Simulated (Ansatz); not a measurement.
For BP (model structure, from the NiAs type, P6₃/mmc, No. 194), PBE-D3(BJ) in Ansatz (PAW) gives:

| Item | Value |
|---|---|
| equilibrium lattice constant a | 3.035 Å |
| lattice parameter c | 4.998 Å |
| cohesive energy | 4.47 eV/atom |

What does r²SCAN (plane waves, PAW; Ansatz, a program for electronic structure) give for the same quantities?


- lattice constant a: 3.079 Å (grows by 1.4 %)
- lattice parameter c: 5.030 Å (increases by 0.6 %)
- cohesive energy: 3.93 eV/atom (decreases by 0.54 eV/atom)

Changes are worked out from the printed values.

Unless a cell is named, each level is at its own relaxed cell (PBE-D3(BJ) 9.97, r²SCAN 10.33 Å³/atom).

Ansatz's density-functional and Hartree–Fock values are scalar-relativistic unless marked +SOC, with PAW data made under PBE.

A model structure was made by putting elements into a prototype or built by hand; it is no filed structure, need not be a known phase, and can be a saddle point held by its symmetry.
